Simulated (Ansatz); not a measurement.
## Pressure series in NaOH

Start from NaOH (space group P2_1, No. 4; a cell from a computed database, its experimental status unchecked).

```cif
data_H2Na2O2
_chemical_formula_sum 'Na2 H2 O2'
_space_group_name_H-M_alt 'P 1'
_space_group_IT_number 1
_cell_length_a 3.49286
_cell_length_b 3.39356
_cell_length_c 5.09421
_cell_angle_alpha 90.000
_cell_angle_beta 106.124
_cell_angle_gamma 90.000
loop_
_space_group_symop_operation_xyz
  'x, y, z'
loop_
_atom_site_label
_atom_site_type_symbol
_atom_site_fract_x
_atom_site_fract_y
_atom_site_fract_z
_atom_site_occupancy
Na1 Na 0.16584 0.79661 0.29923 1
Na2 Na 0.83416 0.29661 0.70077 1
H1 H 0.46040 0.93724 0.93330 1
H2 H 0.53960 0.43724 0.06670 1
O1 O 0.34385 0.76610 0.77326 1
O2 O 0.65615 0.26610 0.22674 1
```

Cell and atoms are relaxed at each pressure.

The values are results of Kohn–Sham DFT with the PBEsol functional, run in Ansatz (a first-principles code) with PAW and 420 eV plane waves, no SOC, not measurements.

```json
[
 {"variant": "base", "band gap": "3.63 eV", "smallest direct gap": "3.76 eV", "density": "2.29 g/cm³"},
 {"variant": "pressure −2 GPa", "band gap": "3.28 eV", "smallest direct gap": "3.45 eV", "density": "2.15 g/cm³"},
 {"variant": "pressure −1 GPa", "band gap": "3.44 eV", "smallest direct gap": "3.60 eV", "density": "2.22 g/cm³"},
 {"variant": "pressure 0.3 GPa", "band gap": "3.68 eV", "smallest direct gap": "3.80 eV", "density": "2.31 g/cm³"},
 {"variant": "pressure 0.7 GPa", "band gap": "3.73 eV", "smallest direct gap": "3.85 eV", "density": "2.33 g/cm³"},
 {"variant": "pressure 1.5 GPa", "band gap": "3.83 eV", "smallest direct gap": "3.94 eV", "density": "2.37 g/cm³"},
 {"variant": "pressure 3 GPa", "band gap": "3.98 eV", "smallest direct gap": "4.09 eV", "density": "2.44 g/cm³"},
 {"variant": "pressure 5 GPa", "band gap": "4.16 eV", "smallest direct gap": "4.27 eV", "density": "2.52 g/cm³"},
 {"variant": "pressure 7.5 GPa", "band gap": "4.36 eV", "smallest direct gap": "4.47 eV", "density": "2.61 g/cm³"},
 {"variant": "pressure 10 GPa", "band gap": "4.54 eV", "smallest direct gap": "4.65 eV", "density": "2.70 g/cm³"}
]
```

Load acts through the strain it causes; cell and atoms are relaxed under it. No phonon test of stability was made. No other phases were tried under pressure.
